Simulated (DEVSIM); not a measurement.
System: Si p-i-n diode, at 300 K.

Layer 1 from the left is Si, thickness (μm) 1.30, Na (cm⁻³) 8.6e18, τn (s) 9.3e-7, τp (s) 9.3e-7. Layer 2 from the left is Si, thickness (μm) 2.90, Nd (cm⁻³) 1.5e13, τn (s) 9.3e-7, τp (s) 9.3e-7. Layer 3 from the left is Si, thickness (μm) 3.20, Nd (cm⁻³) 1.6e18, τn (s) 9.3e-7, τp (s) 9.3e-7.

Left contact: ohmic. Right contact: ohmic. Voltage is applied to the left contact. Recombination: SRH at mid-gap, radiative. Mobility is constant in doping.

The device is made up for the run: typed textbook-type constants, with dimensions and the other settings drawn at random. Values at 300 K.

Si: gap (eV) 1.124, affinity (eV) 4.05, permittivity 11.7, Nc (cm⁻³) 2.86e19, Nv (cm⁻³) 3.1e19, μn (cm²/Vs) 1417, μp (cm²/Vs) 470, B (cm³/s) 4.7e-15.

Simulated with DEVSIM: 1D drift-diffusion, Boltzmann statistics, complete ionisation; no tunnelling, impact ionisation, image-force lowering or self-heating.

### Question
What does the simulation give for the dark forward voltage at 100 A/cm², the potential step across the device at zero bias, the dark forward voltage at 1 A/cm²?

### Answer
dark forward voltage at 100 A/cm² 0.833 V; potential step across the device at zero bias 1.016 V; dark forward voltage at 1 A/cm² 0.706 V.
